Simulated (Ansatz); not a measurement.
## Bulk modulus of InAs (model structure, started from the CsCl type, Pm-3m, No. 221, 2 atoms in the cell) at several levels of theory

No measured value is used here.

Question: Put these levels in order of the bulk modulus that they give for InAs (model structure, started from the CsCl type, Pm-3m, No. 221, 2 atoms in the cell), smallest first: PBE (Ansatz, a first-principles code), PBEsol (Ansatz), r²SCAN (Ansatz).

Answer: PBE (55.9 GPa), r²SCAN (62.4 GPa), PBEsol (66.9 GPa)

Unless a cell is named, each level is at its own relaxed cell (PBE 22.91, PBEsol 21.61, r²SCAN 22.27 Å³/atom).

PBE, r²SCAN, PBEsol: the bulk modulus is −V dP/dV from two relaxed cells at ±2 % in volume. Each level is taken at its own relaxed cell. Cutoffs differ between the levels. Ansatz's density-functional and Hartree–Fock values are scalar-relativistic unless marked +SOC, with PAW data made under PBE.

A model structure was made by putting elements into a prototype or built by hand; it is no filed structure, need not be a known phase, and can be a saddle point held by its symmetry.
